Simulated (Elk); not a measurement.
Elk run on LuTlSe2 (R-3m, 4 atoms in the cell): self-consistent single point.

Method of the run: LDA (PW92), all-electron FP-LAPW, Elk's shipped species files, default APW+lo basis run with Elk 10.2.4.

```yaml
crystal:
  lattice:
    - [2.03954, 1.17753, 7.73832]
    - [-2.03954, 1.17753, 7.73832]
    - [0.00000, -2.35506, 7.73832]
  atoms:
    - { symbol: Lu, position: [0.00000, 0.00000, 0.00000] }
    - { symbol: Tl, position: [0.50000, 0.50000, 0.50000] }
    - { symbol: Se, position: [0.73314, 0.73314, 0.73314] }
    - { symbol: Se, position: [0.26686, 0.26686, 0.26686] }
```

Reference input (self-consistent single point, DFT, PBEsol, all-electron FP-LAPW, Elk's shipped species files, default APW+lo basis): xctype = 22; swidth = 0.000734986 Ha; ngridk = 6 6 6; rmtscf = 0.96; maxscl = 100. This run's input differs from it in these lines:

```diff
@@ -2,5 +2,2 @@
   0
-
-xctype
-  22
```

Output, abridged:

```
│ Self-consistent loop started │
│ Loop number : 1 │
 total energy                :     -39710.3511282
│ Loop number : 2 │
 total energy                :     -39710.6249775
RMS change in Kohn-Sham potential (target) :   0.1527740842     (  0.1000000000E-05)
Absolute change in total energy (target)   :   0.2738492909     (  0.1000000000E-03)
│ Loop number : 3 │
 total energy                :     -39710.6238069
RMS change in Kohn-Sham potential (target) :   0.1375385673     (  0.1000000000E-05)
Absolute change in total energy (target)   :   0.6729173168E-01 (  0.1000000000E-03)
│ Loop number : 4 │
   [... lines left out ...]
Absolute change in total energy (target)   :   0.6593891012E-03 (  0.1000000000E-03)
│ Loop number : 16 │
 total energy                :     -39704.2257451
RMS change in Kohn-Sham potential (target) :   0.1174809338E-06 (  0.1000000000E-05)
Absolute change in total energy (target)   :   0.1736482300E-03 (  0.1000000000E-03)
│ Loop number : 17 │
 total energy                :     -39704.2257554
RMS change in Kohn-Sham potential (target) :   0.2298064305E-07 (  0.1000000000E-05)
Absolute change in total energy (target)   :   0.3310909960E-04 (  0.1000000000E-03)
Convergence targets achieved

│ Loop number : 18 │

Energies :
 Fermi                       :     0.191878933782
 total energy                :     -39704.2257541

Density of states at Fermi energy :   0.1382082856E-06
 (states/Hartree/unit cell)

Estimated indirect band gap :   0.3223938653E-01
 from k-point     32 to k-point     13
Estimated direct band gap   :   0.5826295955E-01
 at k-point     32

Charges :
 core                        :    144.0000000
 valence                     :    76.00000000
 interstitial                :    7.210403416
 muffin-tins (core leakage)
  species :    1 (Lu)
   atom    1                 :    69.00384201     (  0.1491294803E-05)
  species :    2 (Tl)
   atom    1                 :    79.24172041     (  0.7157890076E-04)
  species :    3 (Se)
   atom    1                 :    32.27201708     (  0.1127347916E-03)
   atom    2                 :    32.27201708     (  0.1127347916E-03)
 total in muffin-tins        :    212.7895966
 total calculated charge     :    219.9749759
 total charge                :    220.0000000
 error                       :   0.2502414110E-01

│ Self-consistent loop stopped │
```

The run converged in 18 iterations. The count includes the last loop, which Elk runs after its targets are met. Against the reference run the gap on the mesh moves little (0.886 to 0.877 eV).

The starting cell comes from a database of computed structures (which also holds hypothetical and non-ambient phases and stackings), without a prior relaxation at this level. Spin-orbit coupling is off. Values depend on the basis (sphere radii, cutoffs, local orbitals), which need not be converged.

Cost on one core of a shared machine: roughly 60 s.
